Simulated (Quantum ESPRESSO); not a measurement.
Converging the plane-wave cutoff: V (Im-3m, 1 atom in the cell)

```yaml
crystal:
  lattice:
    - [-1.50743, 1.50743, 1.50743]
    - [1.50743, -1.50743, 1.50743]
    - [1.50743, 1.50743, -1.50743]
  atoms:
    - { symbol: V, position: [0.00000, 0.00000, 0.00000] }
```

Method of the run: PBE, PSlibrary ultrasoft (PBE, semicore) pseudopotentials (plane waves; Quantum ESPRESSO 7.5).

Base settings: ecutwfc = 55 Ry; ecutrho = 660 Ry; occupations = smearing; smearing = gauss; degauss = 0.0073499 Ry; potentials = {V: V.pbe-spn-rrkjus_psl.1.0.0.UPF}; K_POINTS = automatic 5 5 5 0 0 0; conv_thr = 1e-11 Ry.

Moved along: ecutrho.

The second cell is the first with its lattice scaled by 0.98.

The mesh stays at the base's, so the ladder's end is converged at best in this setting alone.

Only quantities that move along the ladder and can be compared are tabulated.

The count of work is k-points × plane waves × bands × iterations; it is no time. 

The starting cell has typed, rounded lattice constants, without a prior relaxation at this level. Its lattice was rescaled by up to half a per cent. Spin polarisation is off. Without a gap this mesh is coarse (it stands for a supercell whose shortest vector is 13 Å).

```csv
ecutwfc,free energy less the last step's (meV/atom),energy of the compressed cell less the first (meV/atom),pressure (GPa),count of work / last
19 Ry,55627.93,-521.61,-1720.69,0.052
22 Ry,28913.42,-471.19,-1119.15,0.068
25 Ry,15352.36,-169.50,-701.41,0.078
28 Ry,7276.33,41.40,-390.72,0.090
30 Ry,4151.06,269.64,-248.09,0.10
33 Ry,1840.37,68.70,-127.58,0.13
38 Ry,476.25,0.08,-39.36,0.14
44 Ry,121.25,29.19,-6.61,0.20
50 Ry,80.15,30.05,-0.52,0.26
55 Ry,72.26,30.40,-1.11,0.30
61 Ry,52.54,30.62,-1.91,0.35
66 Ry,32.40,30.58,-1.84,0.34
74 Ry,13.20,29.73,-0.94,0.50
82 Ry,7.28,29.93,-0.27,0.54
96 Ry,5.96,29.93,-0.24,0.57
110 Ry,2.33,29.99,-0.33,0.78
132 Ry,0.00,29.89,-0.12,1.0
```

Coarsest ecutwfc that holds the energy of the compressed cell less the first within 2 meV/atom of the last step, with all finer ones: 44 Ry, at 0.20 of the last step's count of work; the step before is off by 30 meV/atom.

State of the free energy at the end of the ladder: still drifting one way, by 6.0 meV/atom over the last two steps, so the last step is no safe reference.

Coarsest ecutwfc that holds the pressure within 0.5 GPa of the last step, with all finer ones: 82 Ry; the step before is off by 0.82 GPa.

At the lowest cutoff the pressure lies 1720 GPa under the last step's, the usual sign of Pulay stress in an incomplete plane-wave basis.
